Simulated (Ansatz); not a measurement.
Here is the system:

```yaml
crystal:
  lattice:
    - [4.38269, 0.00000, 0.00000]
    - [0.00000, 4.38269, 0.00000]
    - [0.00000, 0.00000, 4.18152]
  atoms:
    - { symbol: Co, position: [0.14641, 0.14610, 0.14755] }
    - { symbol: Co, position: [0.64641, 0.35390, 0.85245] }
    - { symbol: Co, position: [0.85359, 0.64610, 0.35245] }
    - { symbol: Co, position: [0.35359, 0.85390, 0.64755] }
    - { symbol: Si, position: [0.84309, 0.84533, 0.84441] }
    - { symbol: Si, position: [0.34309, 0.65467, 0.15559] }
    - { symbol: Si, position: [0.15691, 0.34533, 0.65559] }
    - { symbol: Si, position: [0.65691, 0.15467, 0.34441] }
```

No spin polarisation.

Computed with Kohn–Sham DFT with the r2SCAN functional, run in Ansatz (a program for electronic structure) with PAW and 500 eV plane waves, scalar-relativistic without spin-orbit coupling, earlier PAW set. k-mesh 11×11×11 (Γ-centred); smearing 0.05 eV (Fermi–Dirac).

### Question
What is the computed pressure (mean of the normal stresses, compression positive)?

### Answer
13.6 GPa.

### Question
Estimate the band gap.

### Answer
Zero.

### Question
Predict the space group.

### Answer
P2_12_12_1 (No. 19).

The cells carry an imposed strain or load. No phonon test of stability was made. All final runs are without spin polarisation. The cell was made from CoSi (space group P2_13, No. 198; non-magnetic) by this change: uniaxial strain ε_zz = −4.59 %. The zero or small gap of CoSi can change with the level of theory.
